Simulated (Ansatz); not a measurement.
**BCl3 on Si(111):H with two OH**

Substrate model: Si(111) 1x1 surface, 6 top atoms, 3 bilayers, bottom bilayer H-capped and fixed, every top atom capped by H; cell 11.5 x 6.6 Å; two neighbouring H replaced by OH; about 7 Å thick over the host's atoms, 18 atoms held. The numbers are results of PBE-D3(BJ) (plane waves to 420 eV, PAW; Ansatz, a first-principles code), not measurements. k mesh 1 x 2 x 1. The slab states were run without spin polarisation. Slab thickness, cell and mesh are as stated and are not converged limits. Barriers come from a climbing-image nudged elastic band between relaxed ends, or a saddle search from its top (force threshold 0.05 eV/Å), without zero-point or thermal terms. The program's default check of the saddle order raised no doubt, which doesn't prove first order. The ends were relaxed from one prepared geometry each.

1. BCl3 exchanges a ligand with a surface O-H group and HCl forms: barrier 0.40 eV forward and 0.68 eV back, reaction energy -0.28 eV (the top comes from a saddle search started at the highest image of an unfinished band). The reagent first adsorbs with -0.66 eV.
2. H2O attacks the fragment of BCl3 (twice exchanged) and HCl forms, starting from the surface left by an earlier step (the surface fragment of BCl3 exchanges a second ligand with a neighbouring O-H group), after HCl has left: barrier 0.63 eV forward and 1.07 eV back, reaction energy -0.44 eV. The reagent first adsorbs with -0.25 eV. Moving HCl into the gas changes the energy by +0.35 eV.

Negative energies mean that energy is released. Adsorption energies are against the free molecule and the surface state that the step starts from.
